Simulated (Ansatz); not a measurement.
Worked example: self-consistent single point of Li₃Sc (P6_3/mmc, 8 atoms in the cell) in Ansatz (a program for electronic structure).

Computed with PBEsol, default PAW files made with PBE (plane waves; Ansatz).

```yaml
crystal:
  lattice:
    - [5.87066, 0.00000, 0.00000]
    - [-2.93533, 5.08414, 0.00000]
    - [0.00000, 0.00000, 4.70872]
  atoms:
    - { symbol: Li, position: [0.83920, 0.67840, 0.25000] }
    - { symbol: Li, position: [0.16080, 0.83920, 0.75000] }
    - { symbol: Li, position: [0.32160, 0.16080, 0.25000] }
    - { symbol: Li, position: [0.16080, 0.32160, 0.75000] }
    - { symbol: Li, position: [0.83920, 0.16080, 0.25000] }
    - { symbol: Li, position: [0.67840, 0.83920, 0.75000] }
    - { symbol: Sc, position: [0.33333, 0.66667, 0.25000] }
    - { symbol: Sc, position: [0.66667, 0.33333, 0.75000] }
```

Reference input (self-consistent single point, DFT, PBEsol, plane waves, default PAW files made with PBE): basis.ecutwfc = 420 eV; kpoints.mp_grid.grid = 5 5 6; hamiltonian.xc = pbesol; hamiltonian.pseudopotentials = {kind: paw} (the program's default PAW files); scf.occupations.method = cold; scf.occupations.width = 0.136 eV. This run's input differs from it in these lines:

Ansatz 0.2 input:
```diff
@@ -16,3 +16,3 @@
 basis:
-  ecutwfc: 420.0
+  ecutwfc: 210.0
 kpoints:
```

Output, abridged:

```
SCF iter   1: F=—  HF=-5434.475326 eV  |F-HF|=—  |Δ(HF+E_count)|=         —  Δρ=2.36e-2  dr2=5.77e-1  ethr=1.77e-3  ⟨swp⟩=4.9  Hψ=2330  notcnv=0
all-band conjugate gradients solve this SCF's bands
preconditioner: auto → Kerker (q_TF=auto, 2.213 Å⁻¹)
SCF iter   2: F=—  HF=-5434.278526 eV  |F-HF|=—  |Δ(HF+E_count)|=   1.97e-1  S|Δr|=    0.00e0  Δρ=9.65e-3  dr2=7.77e-2  ethr=1.44e-3  ⟨swp⟩=3.0  Hψ=1242  notcnv=0  defer=24
   [... lines left out ...]
SCF iter   5: F=—  HF=-5434.253414 eV  |F-HF|=—  |Δ(HF+E_count)|=   5.80e-5  S|Δr|=    0.00e0  Δρ=1.18e-4  dr2=3.17e-5  ethr=8.68e-7  ⟨swp⟩=2.0  Hψ=609  notcnv=0  defer=24
SCF iter   6: F=—  HF=-5434.253071 eV  |F-HF|=—  |Δ(HF+E_count)|=   3.43e-4  S|Δr|=    0.00e0  Δρ=1.59e-5  dr2=4.63e-7  ethr=7.91e-8  ⟨swp⟩=2.1  Hψ=694  notcnv=0  defer=24
SCF iter   7: F=-5434.253071 eV  HF=-5434.253071 eV  |F-HF|=7.00e-9  |Δ(HF+E_count)|=   4.97e-8  S|Δr|=    0.00e0  Δρ=2.59e-6  dr2=1.23e-8  ethr=2.50e-10  ⟨swp⟩=8.2  Hψ=2094  notcnv=0
SCF 1 converged in 7 iterations: F = -5434.253071 eV  dr2 = 1.23e-8
Stability not checked (fill_not_monotonic)
Free energy (F): -5434.253071 eV
Internal energy: -5434.243330 eV  (E = F + TS)
E sigma→0 (E₀):  -5434.249824 eV
Entropy (-TS):   -0.009741 eV (-1.218 meV/atom)
Fermi energy:    4.503100 eV
--- Forces (eV/Å), atoms counted from 1 ---
  atom   1  Li     0.00000000     0.00649432     0.00000000
  atom   2  Li    -0.00562425     0.00324716     0.00000000
  atom   3  Li    -0.00562425    -0.00324716     0.00000000
  atom   4  Li     0.00000000    -0.00649432     0.00000000
   [... lines left out ...]
  atom   8  Sc    -0.00000000    -0.00000000     0.00000000
--- Stress (GPa, compression-positive) ---
        5.094825       0.000000      -0.000000
        0.000000       5.094825       0.000000
       -0.000000       0.000000       4.669632
  P = ⅓ Tr σ = 4.9531 GPa (49.531 kbar)
  The stress holds the Pulay correction. Without it, at fixed plane waves, as pw.x and ABINIT print it: P = -21.6897 GPa
```

The run converged in 7 iterations. Against the reference run the free energy goes up by 535 meV/atom, the pressure goes from 4.50 to 4.95 GPa and the largest force goes from 0.000 to 0.006 eV/Å.

The starting cell was generated: these elements placed on a structure prototype, without a prior relaxation; it need not be a known phase or ordering of this composition. Its lattice was rescaled by a random factor within 2.5 % of one. Ansatz's pressure includes its estimate of the finite-basis (Pulay) stress. Without the estimate this run gives -21.69 GPa. The cutoff lies below the one recommended for these files.
